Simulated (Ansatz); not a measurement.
Cubic perovskite EuTiO₃ was calculated with rVV10 in Ansatz (PAW).

Output (set-up and result lines):

```
Crystal: 5 atoms, lattice volume = 60.956 Å³
Basis set: ecut = 520 eV, 1647 PW (Γ), exchange–correlation on 60×60×60 points (8 copies of the dense FFT grid, shifted against one another)
Bands: 33, of which v1, the nominal top of the filled ones, is band 24 counted from 1 (23 counted from 0)
Symmetry: 48 space group operations
Space group: Pm-3m (ITA 221), of the structure as read, at distance tolerance 3.9e-5 Å
k-points: 120 of 2744
Initial density: superposition of atomic densities (chi_scale 0.1, normalization cell, long waves kept (reshape's long-wave potential 0.01 eV rms))
Functional: x = rpw86, c = pbe(β = 0.06672455060314922) + rvv10(b = 6.3, C = 0.0093)
spin=Collinear: Kerker preconditioning applied to the charge; magnetization (m = ρ↑ − ρ↓) channel mixes plain (no charge-response kernel on spin).
SCF 1 converged in 16 iterations: F = -13067.886488 eV  dr2 = 2.07e-10
SCF converged after 16 iterations
Magnetization: 6.8245 μB (26.9123 up, 20.0877 down)
Free energy (F): -13067.886488 eV
Internal energy: -13067.853835 eV  (E = F + TS)
E sigma→0 (E₀):  -13067.870162 eV
Fermi energy:    13.855700 eV
--- Forces (eV/Å), atoms counted from 1 ---
  atom   1  Eu    -0.00000000     0.00000000    -0.00000000
  atom   2  Ti     0.00000000     0.00000000     0.00000000
  atom   3  O      0.00000000    -0.00000000     0.00000000
  atom   4  O      0.00000000     0.00000000     0.00000000
  atom   5  O      0.00000000    -0.00000000    -0.00000000
--- Stress (GPa, compression-positive) ---
       -0.000073       0.000000      -0.000000
        0.000000      -0.000073       0.000000
       -0.000000       0.000000      -0.000073
  P = ⅓ Tr σ = -0.0001 GPa (-0.001 kbar)
```

Q: Write an input file that could have produced this run (the log leaves some choices open).

A: Several could match; the one computed here: 
Ansatz 0.2 input:
```yaml
crystal:
  lattice:
    - [3.9355439841, 0.0, 0.0]
    - [0.0, 3.9355439841, 0.0]
    - [0.0, 0.0, 3.9355439841]
  atoms:
    - { symbol: Eu, position: [0.0, 0.0, 0.0], spin: 7.0 }
    - { symbol: Ti, position: [0.5, 0.5, 0.5], spin: 0.0 }
    - { symbol: O, position: [0.5, 0.0, 0.5], spin: 0.0 }
    - { symbol: O, position: [0.0, 0.5, 0.5], spin: 0.0 }
    - { symbol: O, position: [0.5, 0.5, 0.0], spin: 0.0 }
basis:
  ecutwfc: 520
  ecutrho_ratio: 4
  xc_grid: 2
kpoints:
  mp_grid: { grid: [14, 14, 14] }
hamiltonian:
  xc: { exchange: rpw86, correlation: pbe }
  dispersion: rvv10
  pseudopotentials: { kind: paw }
scf:
  occupations: { method: fermi_dirac, width: 0.05 }
  convergence: { dr2_threshold: 0.0000000005 }
output:
  forces: true
  stress: true
  eigenvalues: true
magnetization:
  spin_polarized: true
```

The PAW data were made under PBE.

The run is spin-polarised with parallel starting moments, which need not be the measured order.

Note: the magnetic order was assumed, not searched for or taken from measurement. Note: the 4f shell is treated without U or exact exchange, so its levels and filling can be wrong. Note: functionals without U or exact exchange can leave correlated insulators metallic, so the missing gap need not be real.

Ansatz is an electronic-structure program.
